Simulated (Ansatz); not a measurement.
Given:

End structure of a constructed model of the (0001) surface of wurtzite CdS, Cd-terminated, 2x2 In adatom at H3 (bottom of the slab: 2 H on 4 bottom sites):

```xyz
35
Lattice="8.3926 0.0000 0.0000 -4.1963 7.2682 0.0000 0.0000 0.0000 30.5000" Properties=species:S:1:pos:R:3 pbc="T T T"
S      2.0822     1.2206     9.8047
S      6.3287     1.1927     9.3549
S      0.0333     4.8252     9.3549
S      4.1810     4.8543     9.8056
Cd    -0.2149     2.5468    10.4009
Cd     4.4015     2.3028    10.4229
Cd    -1.8917     5.9392    10.4229
Cd     1.8844     6.1803    10.3923
S      0.0000     2.4227    12.9807
S      4.1963     2.4227    12.9807
S     -2.0982     6.0569    12.9807
S      2.0982     6.0569    12.9807
Cd     2.0982     1.2114    13.8243
Cd     6.2945     1.2114    13.8243
Cd     0.0000     4.8455    13.8243
Cd     4.1963     4.8455    13.8243
S      2.0677     1.2290    16.3821
S      6.3283     1.2223    16.4041
S      0.0075     4.8108    16.4041
S      4.2330     4.8243    16.4075
Cd     0.0112     2.4163    17.3633
Cd     4.1966     2.3644    17.2233
Cd    -2.0475     6.0858    17.2233
Cd     2.1015     6.0550    17.1674
S     -0.1073     2.4847    19.9905
S      4.0056     2.3510    19.7945
S     -2.1314     6.2579    19.7945
S      2.1190     6.0448    19.7460
Cd     1.7300     1.4239    21.4891
Cd     6.1655     1.2297    20.5907
Cd    -0.0803     4.9480    20.5907
Cd     4.3009     4.7851    19.9524
H      2.1428     1.1856     8.4535
H      4.2406     4.8199     8.4544
In     4.0145     0.1050    22.4621
```

Model: 35-atom slab, 14.2 Å thick at the start with caps and adatoms, 3x3x1 mesh, Fermi-Dirac 0.025 eV, dipole correction, 8 atoms held, the rest relaxed; held to the start's symmetry, so lower structures may exist; spin-polarised, ending with about 0.8 μB a cell, a value that depends on the mesh; orders that need a larger cell were not tried, no spin-orbit, no U. The slab shows no gap over 0.04 eV on its mesh. In PBE it lies 0.02 eV a 1x1 cell over the lowest computed structure of the same composition (2x2 In adatom at T4).

Estimate the work function of the top face that PBE run with Ansatz (a program for electronic structure) returns for this input.

3.73 eV
